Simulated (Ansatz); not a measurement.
**Short convergence ladders for a (001) slab of GePt (cut from a parent of space group no. 62; 8 atoms in the cell)**

```yaml
crystal:
  lattice:
    - [5.78479, 0.00000, 0.00000]
    - [0.00000, 3.74868, 0.00000]
    - [0.00000, 0.00000, 19.06101]
  atoms:
    - { symbol: Ge, position: [0.81393, 0.75000, 0.52836] }
    - { symbol: Ge, position: [0.18607, 0.25000, 0.47164] }
    - { symbol: Ge, position: [0.68607, 0.25000, 0.36724] }
    - { symbol: Ge, position: [0.31393, 0.75000, 0.63276] }
    - { symbol: Pt, position: [0.00185, 0.75000, 0.40098] }
    - { symbol: Pt, position: [0.99815, 0.25000, 0.59902] }
    - { symbol: Pt, position: [0.49815, 0.25000, 0.56210] }
    - { symbol: Pt, position: [0.50185, 0.75000, 0.43790] }
```

Base method: PBEsol, default PAW files made with PBE (plane waves; Ansatz, an electronic-structure program).

Base settings: basis.ecutwfc = 420 eV; kpoints.mp_grid.grid = 3 6 1; hamiltonian.xc = pbesol; hamiltonian.pseudopotentials = {kind: paw} (the program's default PAW files); scf.occupations.method = gaussian; scf.occupations.width = 0.1 eV.

The count of work is k-points × plane waves × bands × iterations; it is no time. 

**The vacuum**

The mesh stays at the base's, so the ladder's end is converged at best in this setting alone.

Only quantities that move along the ladder and can be compared are tabulated.

```csv
vacuum between outermost atoms (Å),free energy less the last step's (meV/atom),largest difference of a force vector from the last step's (eV/Å),count of work / last
3.0,-109.19,0.429,0.20
4.0,-31.80,0.166,0.23
5.0,-8.63,0.044,0.25
6.0,-2.37,0.011,0.28
7.0,-0.64,0.003,0.31
8.0,-0.17,0.001,0.33
10.0,-0.01,0.000,0.38
12.0,0.00,0.000,0.43
14.0,0.01,0.000,0.48
17.0,0.01,0.000,0.56
20.0,0.00,0.000,0.63
25.0,0.01,0.000,0.76
30.0,0.00,0.000,1.0
```

Smallest vacuum between outermost atoms (Å) that holds the free energy within 0.5 meV/atom of the last step, with all finer ones: 8.0, at 0.33 of the last step's count of work; the step before is off by 0.64 meV/atom.

Smallest vacuum between outermost atoms (Å) that holds the forces within 0.02 eV/Å of the last step, with all finer ones: 6.0, at 0.28 of the last step's count of work; the step before is off by 0.044 eV/Å.

**The plane-wave cutoff**

The mesh stays at the base's, so the ladder's end is converged at best in this setting alone.

Only quantities that move along the ladder and can be compared are tabulated.

| basis.ecutwfc | free energy less the last step's (meV/atom) | largest difference of a force vector from the last step's (eV/Å) | count of work / last |
|---|---|---|---|
| 210 eV | 6532.63 | 0.374 | 0.16 |
| 250 eV | 1409.05 | 0.164 | 0.20 |
| 295 eV | 182.43 | 0.047 | 0.23 |
| 355 eV | 6.99 | 0.006 | 0.31 |
| 420 eV | 1.69 | 0.001 | 0.35 |
| 505 eV | 0.36 | 0.000 | 0.47 |
| 630 eV | 0.09 | 0.000 | 0.65 |
| 840 eV | 0.00 | 0.000 | 1.0 |

Coarsest basis.ecutwfc that holds the free energy within 1 meV/atom of the last step, with all finer ones: 505 eV; the step before is off by 1.7 meV/atom.

Coarsest basis.ecutwfc that holds the forces within 0.02 eV/Å of the last step, with all finer ones: 355 eV, at 0.31 of the last step's count of work; the step before is off by 0.047 eV/Å.

On the base run: the starting cell comes from a database of computed structures (which also holds hypothetical and non-ambient phases and stackings), without a prior relaxation at this level. The slab is cut from that crystal, and its faces are unrelaxed. Its lattice was rescaled by up to half a per cent. Spin polarisation is off. In the base run, forces exceed 1 eV/Å. Without a gap this mesh is coarse (it stands for a supercell whose shortest in-plane vector is 17 Å).

Left out of this page: 1 run of the series outside the window shown, repeating another row's setting, or not comparable.

Keys are those of Ansatz 0.2.
